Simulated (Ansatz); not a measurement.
Re under a change: uniaxial strain ε_xx = −2.00 %

Consider Re in the hcp (Mg type) structure (space group P6_3/mmc, No. 194; a = 2.752 Å, c = 4.440 Å; relaxed with 0.1 eV smearing). Axes: x lies along a and z along c of the hexagonal cell.

Now apply this change: uniaxial strain ε_xx = −2.00 %, all other strain components held at zero; the atoms relax in the strained cell.

Level of theory: PBEsol (Ansatz, a quantum-chemistry and plane-wave program; PAW; 420 eV plane waves; no spin-orbit coupling). Γ-centred 24×24×13 mesh, Fermi–Dirac width 0.1 eV.

```tsv
quantity	base	changed	shift
volume per atom	14.56 Å³	14.27 Å³	-0.29 Å³
space group	P6_3/mmc (No. 194)	Cmcm (No. 63)	–
shortest interatomic distance	2.730 Å	2.697 Å	-0.033 Å
energy relative to the base (free energy F)	0 meV/atom	+12 meV/atom	+12 meV/atom
pressure (mean of the normal stresses, compression positive)	0.0 GPa	8.3 GPa	+8.35 GPa
band gap	zero	zero	–
stress (xx, yy, zz, yz, xz, xy; compression positive)	–	(14.1, 6.1, 4.8, 0.0, 0.0, 0.0) GPa	–
```

Stability against distortions was not tested. The final runs are not spin-polarised.
